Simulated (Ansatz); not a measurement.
What uniaxial strain ε_xx = −0.60 % does to TiO2

Consider TiO₂ in the rutile structure (space group P4_2/mnm, No. 136; a = 4.5481 Å, c = 2.9171 Å). Axes: x, y, z lie along a, b, c of the conventional cell.

Perturbation: uniaxial strain ε_xx = −0.60 %, all other strain components held at zero; the atoms relax in the strained cell.

Method: LDA (Ansatz, an electronic-structure program, PAW, no SOC). k-mesh 7×7×11 (Γ-centred); smearing 0.05 eV (Fermi–Dirac).

- Volume per atom: 10.00 Å³ (base 10.06 Å³)
- Space group: Pnnm (No. 58) (base P4_2/mnm (No. 136))
- Shortest interatomic distance: 1.926 Å (base 1.928 Å)
- Energy relative to the base (free energy F): +0.3 meV/atom
- Band gap: 1.86 eV (base 1.86 eV)
- Gap character: direct at Γ (base direct at Γ)
- Electron mass: 0.51 mₑ along z, 1.1 mₑ across (at Γ) (base 0.52 mₑ along c, 1.1 mₑ across (at Γ))
- Valence-band top at Γ (three highest levels, from the VBM): 0.00, -0.46, -0.48 eV (base 0.00, -0.47, -0.47 eV)
- Largest internal atomic displacement: 0.011 Å
- Stress (xx, yy, zz, yz, xz, xy; compression positive): (1.78, 1.36, 1.05, 0.00, 0.00, 0.00) GPa

Final structure:

```
TiO2
1.0
    4.52081     0.00000     0.00000
    0.00000     4.54810     0.00000
    0.00000     0.00000     2.91711
Ti O
2 4
Direct
  0.00000   0.00000   0.00000
  0.50000   0.50000   0.50000
  0.30211   0.30546   0.00000
  0.80211   0.19454   0.50000
  0.19789   0.80546   0.50000
  0.69789   0.69454   0.00000
```

Effective masses come from finite differences of ±0.01 Å⁻¹. No phonon test of stability was made. All final runs are without spin polarisation. Labels are those of the standard path for the cell's own space group.
